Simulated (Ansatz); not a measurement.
## C: energy against strain

C (diamond, Fd-3m, 5.610 Å³/atom at rest) under an equal strain ε in the (111) plane with the normal axis free, as in a coherent film. PBEsol in Ansatz, a plane-wave DFT program (PAW, default set), 420 eV, 16×16×16 Γ-centred mesh, Fermi-Dirac smearing 0.05 eV; ions are relaxed within the symmetry of each cell.

Here s stands for strain and y for E less E0.

```csv
strain (%),E less E0 (meV/atom)
-1.25,7.17
-0.83,3.12
-0.42,0.80
0.00,0.00
0.42,0.76
0.83,2.99
1.25,6.74
2.50,?
```

### Question
Using a parabola, estimate the missing y at s = 2.50 from the other rows, showing the fit.

### Answer
Least squares gives y = -0.006 - 0.1364·s + 4.4534·s². Residuals (row less fit): 0.047, -0.055, -0.037, 0.006, 0.038, 0.041, -0.042; standard error 0.054 (degrees of freedom: 4). Twice the quadratic coefficient over the volume, 2 × 4.4534 meV × 10⁴ × 0.1602 / 5.610 Å³, is twice the biaxial elastic modulus of this plane = 2544 ± 19 GPa. At the withheld row, y = -0.006 - 0.1364 × 2.50 + 4.4534 × 2.50² = 27.487 meV/atom. The calculation gives 26.21 meV/atom, 1.277 meV/atom below the prediction (4.9 % of the range of y in the table). The row lies outside the fitted rows, so this is an extrapolation. From the scatter of the fitted rows alone, a prediction at this place has a standard error of 0.206 meV/atom, so the miss is 6.2 times that.

One order more, fitted to all 13 runs of the series, follows each within 0.02, so the miss is the next term of a smooth law. Rows are the converged runs of the series near zero and its far end; series whose fitted rows scatter by over a few per cent of the range, as at a crossing or softening among them, aren't shown in this form. Most that stay on the fit to the last digits aren't either.
